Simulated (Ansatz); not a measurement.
MgCO3 (R-3c, No. 167) was calculated with B3LYP (VWN-RPA form) (Ansatz, a first-principles code, PAW).

Run with plane-wave cutoff 460 eV, 6×6×6 k mesh, Fermi–Dirac smearing 0.01 eV, scalar-relativistic PAW data made under PBE.

Cell (measured lattice):

```cif
data_C6Mg6O18
_chemical_formula_sum 'Mg6 C6 O18'
_space_group_name_H-M_alt 'R-3c :H'
_space_group_IT_number 167
_space_group_name_Hall '-R 3 2"c'
_cell_length_a 4.63200
_cell_length_b 4.63200
_cell_length_c 15.00200
_cell_angle_alpha 90.000
_cell_angle_beta 90.000
_cell_angle_gamma 120.000
loop_
_atom_site_label
_atom_site_type_symbol
_atom_site_symmetry_multiplicity
_atom_site_Wyckoff_symbol
_atom_site_fract_x
_atom_site_fract_y
_atom_site_fract_z
_atom_site_occupancy
Mg1 Mg 6 b 0.00000 0.00000 0.00000 1
C1 C 6 a 0.00000 0.00000 0.25000 1
O1 O 18 e 0.27748 0.27748 0.25000 1
```
(The calculation used a cell of 10 atoms; values per cell refer to that cell.)

Problem. What does this level give for the band gap, smallest direct gap on the k points sampled and direct gap at Γ?

Solution. 
* **band gap**: 7.41 eV (indirect)
* **smallest direct gap on the k points sampled**: 7.96 eV
* **direct gap at Γ**: 8.08 eV

Note: cell and atoms aren't relaxed at this level (pressure 1.4 GPa).

Static lattice: no zero-point or thermal effects.

It cost about 15 core-minutes (a rough figure) of CPU time.
